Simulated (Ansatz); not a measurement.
The starting structures come from a database of crystals and need not be the phases stable at ambient conditions.

Given:

```yaml
crystal:
  lattice:
    - [5.87722, 0.00000, 0.00000]
    - [0.00000, 5.87722, 0.00000]
    - [2.93861, -2.93861, 4.15583]
  atoms:
    - { symbol: Ge, position: [0.37500, 0.87500, 0.25000] }
    - { symbol: Ge, position: [0.87500, 0.37500, 0.75000] }
    - { symbol: Ge, position: [0.37500, 0.37500, 0.25000] }
    - { symbol: Ge, position: [0.37500, 0.37500, 0.75000] }
    - { symbol: Ge, position: [0.00000, 0.00000, 0.00000] }
    - { symbol: Ge, position: [0.75000, 0.75000, 0.50000] }
    - { symbol: N, position: [0.61684, 0.61684, 0.23368] }
    - { symbol: N, position: [0.13316, 0.60052, 0.73368] }
    - { symbol: N, position: [0.14948, 0.61684, 0.23368] }
    - { symbol: N, position: [0.13316, 0.13316, 0.73368] }
    - { symbol: N, position: [0.61684, 0.61684, 0.76632] }
    - { symbol: N, position: [0.60052, 0.13316, 0.26632] }
    - { symbol: N, position: [0.61684, 0.14948, 0.76632] }
    - { symbol: N, position: [0.13316, 0.13316, 0.26632] }
```

Space group of this cell: Fd-3m. The cell is taken as given; by PBEsol its mean pressure is -6.4 GPa.

Method: PBEsol (plane waves, PAW; Ansatz, a quantum-chemistry and plane-wave program).

The current runs along the normal of the first two printed vectors; no spin-orbit coupling. Scaled by the factor s: the length along the current (ions clamped). Meshes 8×8×8 and 6×6 across the current in all rows.

```tsv
s	mean pressure (GPa)	slowest mid-gap decay constant κ (1/Å)
0.97	0.6	?
1.00	-6.4	0.165
1.03	-11.9	0.133
```

### Question
Take the slope of the slowest mid-gap decay constant κ against ln s from the two given rows, extrapolate to s = 0.97, and say what the run there gives.

### Answer
Slope = (0.133 − 0.165) / ln 1.03 = -1.08 1/Å. The line gives 0.165 + (-1.08) × ln 0.97 = 0.198 1/Å. The run gives 0.201 1/Å, 0.003 1/Å over the line, 9 % of the predicted step.
